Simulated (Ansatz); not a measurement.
A computed series for CaO: response to strain

The parent structure is CaO in the rock salt structure (space group Fm-3m, No. 225; a = 4.7948 Å). Axes: x, y, z lie along the cube axes.

Strains are applied to the cell and any free atomic positions relax; under biaxial strain the out-of-plane vector relaxes too; under stress the whole cell relaxes.

The values are results of Ansatz (a program for electronic structure) r2SCAN, scalar-relativistic without spin-orbit coupling, not measurements.

Candidates:
(a) isotropic strain −4.84 %
(b) strain tensor (xx, yy, zz, yz, xz, xy) = (+0.11, −1.41, +1.26, +0.90, +0.08, +0.29) %
(c) uniaxial stress, 5 GPa tension along x
(d) strain tensor (xx, yy, zz, yz, xz, xy) = (+0.45, −1.96, −0.76, +0.11, +0.10, +0.54) %
(e) biaxial strain +1.19 %, plane normal [110], relaxed out of plane

Notes on the quantities. energy relative to the base: free energy F.

**Question.** Order them by energy relative to the base, highest first.

**Answer.** (a) isotropic strain −4.84 % (+125 meV/atom), (c) uniaxial stress, 5 GPa tension along x (+6.5 meV/atom), (d) strain tensor (xx, yy, zz, yz, xz, xy) = (+0.45, −1.96, −0.76, +0.11, +0.10, +0.54) % (+5.6 meV/atom), (b) strain tensor (xx, yy, zz, yz, xz, xy) = (+0.11, −1.41, +1.26, +0.90, +0.08, +0.29) % (+3.9 meV/atom), (e) biaxial strain +1.19 %, plane normal [110], relaxed out of plane (+3.0 meV/atom)

A biaxial case was relaxed in a doubled cell and then solved in the primitive one. Beyond what the load breaks, stability against distortions was not tested.
